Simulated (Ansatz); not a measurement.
Base system: FeO in the rock salt structure (space group Fm-3m, No. 225; a = 4.246 Å; ferromagnetic).

Computed with PBEsol in Ansatz (plane waves to 420 eV, PAW, scalar-relativistic without spin-orbit coupling).

Before the change:

| Item | Result |
|---|---|
| Lattice parameter a | 4.246 Å |
| Largest site moment | 3.42 μB |

Perturbation: a negative pressure, −2 GPa.

**Question.** Predict the new lattice parameter a.

**Answer.** The lattice parameter a increases by 0.014 Å, from 4.246 Å to 4.260 Å.

**Question.** Estimate the effect on the largest site moment.

**Answer.** The largest site moment is still 3.42 μB.

Load acts through the strain it causes; cell and atoms are relaxed under it. Whether these cells are dynamically stable was not tested. No Hubbard U is applied and the magnetic state is the run's own (FeO ferromagnetic); small cells can't hold the antiferromagnetic order that many such compounds have, so gaps and moments can be off. The base started in P-1 and relaxed to Fm-3m at this level. In its common phase, real FeO is an antiferromagnetic insulator at low temperature.

Ansatz is a program for electronic structure.
